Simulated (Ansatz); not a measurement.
**Cd2SnO4 (Pbam, No. 55, 14 atoms in the cell; start mp-5966)**

These are LDA (PAW; Ansatz, a quantum-chemistry and plane-wave program) values and carry that method's errors.

Numerical settings: plane-wave cutoff 500 eV, 8×4×12 k mesh (along the axes of the cell as run), gaussian smearing 0.02 eV, scalar-relativistic PAW data made under PBE.

Cell (relaxed at this level):

```cif
data_Cd4O8Sn2
_chemical_formula_sum 'Cd4 Sn2 O8'
_space_group_name_H-M_alt 'Pbam'
_space_group_IT_number 55
_space_group_name_Hall '-P 2 2ab'
_cell_length_a 5.50609
_cell_length_b 9.81782
_cell_length_c 3.16714
_cell_angle_alpha 90.000
_cell_angle_beta 90.000
_cell_angle_gamma 90.000
loop_
_atom_site_label
_atom_site_type_symbol
_atom_site_symmetry_multiplicity
_atom_site_Wyckoff_symbol
_atom_site_fract_x
_atom_site_fract_y
_atom_site_fract_z
_atom_site_occupancy
Cd1 Cd 4 h 0.05982 0.32364 0.50000 1
Sn1 Sn 2 a 0.00000 0.00000 0.00000 1
O1 O 4 g 0.36460 0.30615 0.00000 1
O2 O 4 h 0.23796 0.03891 0.50000 1
```

```
Property                        Value
--------  ---------------------------
band gap  0.59 eV (on the SCF k mesh)
```

Note: the relaxation could not lower the start's symmetry, so the cell can be a saddle point above a distorted one.

Spin–orbit coupling is not included.

Static lattice: no zero-point or thermal effects.

Computing time: very roughly 6 core-minutes.

A start named mp-… is a Materials Project structure, which need not be a measured phase.
